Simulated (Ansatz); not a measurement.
C (Imma), r2SCAN, rigid bands (Ansatz, a quantum-chemistry and plane-wave program): Condition of this run: uniaxial stress along [110] of 33 GPa (compression positive) (the target of the relaxation). band gap 4.12 eV, N_c = 3.48e19 cm⁻³ and N_v = 9.12e18 cm⁻³ at 300 K, conductivity masses along x (a = (-0.02, 1.75, 1.78) Å; b = (1.75, -0.02, 1.78) Å; c = (1.73, 1.73, 0.00) Å) of 0.472 mₑ (electrons) and 0.390 mₑ (holes). Take k_BT = 0.02585 eV.

### Question
A film of it is 3 nm thick, with its normal along the direction named. Estimate the confinement energies in an infinite well.

### Answer
ħ²π²/(2m t²) = 0.376 eV·nm²/(m/mₑ × t²) gives 88.5 meV for electrons and 107 meV for holes, so the gap would widen to about 4.32 eV. Finite barriers and nonparabolic bands lower this, and with several valleys or bands the heaviest mass along the normal sets the lowest level, not this average.

### Question
Find the intrinsic carrier density and the intrinsic Fermi level.

### Answer
n_i = √(N_c N_v) exp(−E_g/2k_BT) = 1.78e19 × exp(−79.68) = 4.4e-16 cm⁻³. The level lies (k_BT/2) ln(N_v/N_c) = -17 meV from mid-gap (positive towards the conduction band). Each 0.1 eV added to the gap lowers n_i by a factor of 6.9.

### Question
What thermal injection velocity √(2k_BT/πm) limits a ballistic channel along the direction named?

### Answer
7.83e6 cm/s for electrons and 8.62e6 cm/s for holes, a ratio of √(m_h/m_e) = 0.909, for dilute carriers.

Rigid, parabolic bands with the computed gap; masses take one relaxation time for all states. Spin-orbit coupling is left out. Geometry: cell and atoms relaxed with PBEsol.
